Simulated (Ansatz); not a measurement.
We consider Be₃N₂ (Ia-3, No. 206), described by r²SCAN+rVV10 in Ansatz (PAW).

Run with plane-wave cutoff 560 eV, 6×6×6 k mesh, Fermi–Dirac smearing 0.01 eV, scalar-relativistic PAW data made under PBE.

On both sides of the equilibrium volume: at 6.526 Å³/atom the pressure is 4.79 GPa and the direct gap at Γ 3.971 eV; at 6.792 Å³/atom they are -4.35 GPa and 3.925 eV. The fitted bulk modulus is 228 GPa.

Work out the volume deformation potential of this gap and its pressure coefficient, in two ways.

a_V = dE_g/d ln V = (3.925 − 3.971)/ln(6.792/6.526) = -1.15 eV. Since dP = −B d ln V, dE_g/dP = −a_V/B = 5 meV/GPa. Straight from the pressures: (3.971 − 3.925)/(4.79 − (-4.35)) = 5 meV/GPa. At this level and over this range the gap at Γ widens under pressure.

Ansatz is a program for electronic structure.
